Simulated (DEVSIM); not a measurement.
Device: abrupt Si n-p junction, at 350 K.

Layer 1 from the left is Si, thickness (μm) 5.10, Nd (cm⁻³) 1.9e16, τn (s) 0.00045, τp (s) 0.00045. Layer 2 from the left is Si, thickness (μm) 7.70, Na (cm⁻³) 3e15, τn (s) 0.00045, τp (s) 0.00045.

Left contact: ohmic. Right contact: ohmic. Voltage is applied to the left contact. Recombination: SRH at mid-gap. Mobility is μmin + (μ − μmin)/(1 + (N/Nref)^α).

The device is made up for the run: typed textbook-type constants, with dimensions and the other settings drawn at random. Values at 300 K; Nc and Nv go as T^1.5, mobilities as T to minus their exponent, the gap by Varshni's rule with the affinity fixed.

Si: gap (eV) 1.124, affinity (eV) 4.05, permittivity 11.7, Nc (cm⁻³) 2.86e19, Nv (cm⁻³) 3.1e19, μn (cm²/Vs) 1417, μp (cm²/Vs) 470, μn,min 52, μp,min 45, Nref,n 9.7e16, Nref,p 2.2e17, αn 0.68, αp 0.72, T exponent of μn 2.3, T exponent of μp 2.2, Varshni α (eV/K) 0.000473, Varshni β (K) 636.

Simulated with DEVSIM: 1D drift-diffusion, Boltzmann statistics, complete ionisation; no tunnelling, impact ionisation, image-force lowering or self-heating.

Problem. What does the simulation give for the largest field in the device at zero bias, the dark forward voltage at 1 A/cm², the dark forward voltage at 100 A/cm², the potential step across the device at zero bias?

Solution. largest field in the device at zero bias 21000 V/cm; dark forward voltage at 1 A/cm² 0.454 V; dark forward voltage at 100 A/cm² 0.657 V; potential step across the device at zero bias 0.597 V.
